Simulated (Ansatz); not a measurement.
CsCl-type CoAl, treated with revPBE (plane waves, PAW; Ansatz, a quantum-chemistry and plane-wave program).

Settings: plane-wave cutoff 520 eV, 16×16×16 k mesh, Fermi–Dirac smearing 0.1 eV, perturbation theory, no spin polarisation, scalar-relativistic PAW data made under PBE.

Computed at the level's own relaxed cell.

**Question.** Estimate the zone-centre TO phonon frequency that the calculation returns.

**Answer.** 
- zone-centre TO phonon frequency = 321 cm⁻¹

The result took very roughly 6 core-minutes.
